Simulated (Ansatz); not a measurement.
Start from Sn (space group I4_1/amd, No. 141; a = 5.886 Å, c = 3.184 Å).

All numbers come from Ansatz (a program for electronic structure), r2SCAN, PAW, cutoff 500 eV, no SOC.

Base values:

```
Quantity           Result
---------------  --------
Volume per atom  27.58 Å³
```

One thing is altered: full substitution Sn → Cd; the structure is relaxed again.

Tabulated Pauling electronegativity and covalent radius: Sn 1.96, 1.39 Å; Cd 1.69, 1.44 Å.

Task: Estimate the effect on the volume per atom.

Result: The volume per atom decreases by 3.024 Å³ (27.58 Å³ → 24.55 Å³).

Whether these cells are dynamically stable was not tested. As relaxed here, Cd is a hypothetical phase, not in the database extracts checked.
